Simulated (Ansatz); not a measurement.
```yaml
crystal:
  lattice:
    - [0.00000, 3.32661, 3.32661]
    - [3.32661, 0.00000, 3.32661]
    - [3.32661, 3.32661, 0.00000]
  atoms:
    - { symbol: Te, position: [0.00000, 0.00000, 0.00000] }
    - { symbol: Pb, position: [0.50000, 0.50000, 0.50000] }
```

Computed with r2SCAN with spin-orbit coupling, rigid bands (plane waves, PAW; Ansatz, an electronic-structure program). Condition of this run: hydrostatic pressure -2 GPa (the target of the relaxation). How the cell was made: cell and atoms relaxed with r2SCAN, then loaded as said.

Q: Predict the hole conductivity mass (n e² τ/σ) at 300 K, by direction if it differs.

A: 0.110 mₑ.

Q: And the band gap?

A: 0.27 eV at this level; semilocal functionals usually fall short of the measured gap.

Rigid bands, one relaxation time for all states, no polarons. With spin-orbit coupling this level can invert the band order at L, and then gap and masses differ in kind from the real crystal's.
